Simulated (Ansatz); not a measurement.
Worked example: self-consistent single point of a (001) slab of KMgF3 (cut from a parent of space group no. 221; 10 atoms in the cell) in Ansatz (a quantum-chemistry and plane-wave program).

Level of theory: LDA (PW92), default PAW files made with PBE (plane waves; Ansatz).

The change in words: vacuum of 14 angstrom (first run: 14 Å); efield.axis: default → 3; efield.dipole_correction: default → true. Reference geometry:
```yaml
crystal:
  lattice:
    - [4.00995, 0.00000, 0.00000]
    - [0.00000, 4.00995, 0.00000]
    - [0.00000, 0.00000, 20.01491]
  atoms:
    - { symbol: K, position: [0.00000, 0.00000, 0.44992] }
    - { symbol: Mg, position: [0.50000, 0.50000, 0.34974] }
    - { symbol: F, position: [0.50000, 0.00000, 0.34974] }
    - { symbol: F, position: [0.00000, 0.50000, 0.34974] }
    - { symbol: F, position: [0.50000, 0.50000, 0.44992] }
    - { symbol: K, position: [0.00000, 0.00000, 0.65026] }
    - { symbol: Mg, position: [0.50000, 0.50000, 0.55009] }
    - { symbol: F, position: [0.50000, 0.00000, 0.55009] }
    - { symbol: F, position: [0.00000, 0.50000, 0.55009] }
    - { symbol: F, position: [0.50000, 0.50000, 0.65026] }
```

Reference input (self-consistent single point, DFT, LDA (PW92), plane waves, default PAW files made with PBE): basis.ecutwfc = 30.9 Ry; kpoints.mp_grid.grid = 6 6 1; hamiltonian.xc = lda; hamiltonian.pseudopotentials = {kind: paw} (the program's default PAW files); scf.occupations.method = fermi_dirac; scf.occupations.width = 0.0015 Ry. This run's input differs from it in these lines:

Ansatz 0.2 input:
```diff
@@ -5,14 +5,14 @@
     - [0.000000, 4.009950, 0.000000]
-    - [0.000000, 0.000000, 20.014908]
+    - [0.000000, 0.000000, 20.014920]
   atoms:
-    - { symbol: K, position_ang: [0.000000, 0.000000, 9.005007] }
-    - { symbol: Mg, position_ang: [2.004975, 2.004975, 6.999994] }
-    - { symbol: F, position_ang: [2.004975, 0.000000, 6.999994] }
-    - { symbol: F, position_ang: [0.000000, 2.004975, 6.999994] }
-    - { symbol: F, position_ang: [2.004975, 2.004975, 9.005007] }
-    - { symbol: K, position_ang: [0.000000, 0.000000, 13.014914] }
-    - { symbol: Mg, position_ang: [2.004975, 2.004975, 11.010001] }
-    - { symbol: F, position_ang: [2.004975, 0.000000, 11.010001] }
-    - { symbol: F, position_ang: [0.000000, 2.004975, 11.010001] }
-    - { symbol: F, position_ang: [2.004975, 2.004975, 13.014914] }
+    - { symbol: K, position_ang: [0.000000, 0.000000, 9.005013] }
+    - { symbol: Mg, position_ang: [2.004975, 2.004975, 6.999998] }
+    - { symbol: F, position_ang: [2.004975, 0.000000, 6.999998] }
+    - { symbol: F, position_ang: [0.000000, 2.004975, 6.999998] }
+    - { symbol: F, position_ang: [2.004975, 2.004975, 9.005013] }
+    - { symbol: K, position_ang: [0.000000, 0.000000, 13.014922] }
+    - { symbol: Mg, position_ang: [2.004975, 2.004975, 11.010007] }
+    - { symbol: F, position_ang: [2.004975, 0.000000, 11.010007] }
+    - { symbol: F, position_ang: [0.000000, 2.004975, 11.010007] }
+    - { symbol: F, position_ang: [2.004975, 2.004975, 13.014922] }
 basis:
@@ -26,2 +26,5 @@
     kind: paw
+efield:
+  axis: 3
+  dipole_correction: true
 scf:
@@ -33,3 +36,2 @@
   eigenvalues: true
-  stress: true
```

Output, abridged:

```
SCF iter   1: F=—  HF=-11573.753507 eV  |F-HF|=—  |Δ(HF+E_count)|=         —  Δρ=1.20e-2  dr2=3.26e-1  ethr=1.77e-3  p=0.036 e·Å  D=2.02e-2 V/Å  ΔV_dip=-0.41 eV  dr2_dipole=1.05e-3  V_vac-E_F(+/−)=3.60/4.01 eV  ⟨swp⟩=8.8  Hψ=2322  notcnv=0  defer=1
all-band conjugate gradients solve this SCF's bands
efield: sawtooth ramp at fractional position 0.9500 (placed from the atoms, in the widest stretch of the axis that holds none …
   [... lines left out ...]
SCF iter   7: F=—  HF=-11573.649486 eV  |F-HF|=—  |Δ(HF+E_count)|=   3.52e-7  Δρ=7.42e-6  dr2=1.06e-7  ethr=1.25e-10  p=0.063 e·Å  D=3.54e-2 V/Å  ΔV_dip=-0.71 eV  dr2_dipole=4.73e-10  V_vac-E_F(+/−)=3.61/4.32 eV  ⟨swp⟩=14.5  Hψ=2702  notcnv=0
SCF iter   8: F=-11573.649486 eV  HF=-11573.649486 eV  |F-HF|=8.41e-9  |Δ(HF+E_count)|=   1.81e-8  Δρ=2.43e-6  dr2=1.09e-8  ethr=1.25e-10  p=0.063 e·Å  D=3.54e-2 V/Å  ΔV_dip=-0.71 eV  dr2_dipole=5.20e-12  V_vac-E_F(+/−)=3.61/4.32 eV  ⟨swp⟩=5.2  [...]
SCF 1 converged in 8 iterations: F = -11573.649486 eV  dr2 = 1.09e-8
Free energy (F): -11573.649486 eV
Internal energy: -11573.649486 eV  (E = F + TS)
E sigma→0 (E₀):  -11573.649486 eV
Fermi energy:    -0.279955 eV
Dipole field:    D = 0.035369 V/Å  (p = 0.062907 e·Å, saw-weighted, corrected)
Work function:   Φ+ = 3.6101 eV   Φ− = 4.3180 eV
Levels:          The Fermi level and band energies are counted from a zero that moves with the ramp; work functions are not
--- Forces (eV/Å), atoms counted from 1 ---
  atom   1  K     -0.00000000     0.00000000    -0.10025544
  atom   2  Mg     0.00000000    -0.00000000     1.18293828
  atom   3  F     -0.00000000     0.00000000    -0.23190600
  atom   4  F     -0.00000000    -0.00000000    -0.23190600
  atom   5  F     -0.00000000    -0.00000000    -0.08648262
  atom   6  K     -0.00000000     0.00000000    -0.49058803
  atom   7  Mg     0.00000000    -0.00000000     0.21512887
  atom   8  F      0.00000000     0.00000000    -0.00178192
  atom   9  F     -0.00000000     0.00000000    -0.00178192
  atom  10  F     -0.00000000     0.00000000    -0.25302582
```

The run converged in 8 iterations. Against the reference run the free energy is nearly the same (within 1 meV/atom), the largest force goes from 1.225 to 1.183 eV/Å and the gap on the mesh hardly changes (5.586 to 5.582 eV).

The starting cell has typed, rounded lattice constants, without a prior relaxation at this level. The slab is cut from that crystal, and its faces are unrelaxed. Its lattice was rescaled by up to half a per cent. Spin polarisation is off, though cut faces can carry moments; a gap of a slab can lie between surface states. Forces in this geometry exceed 1 eV/Å.
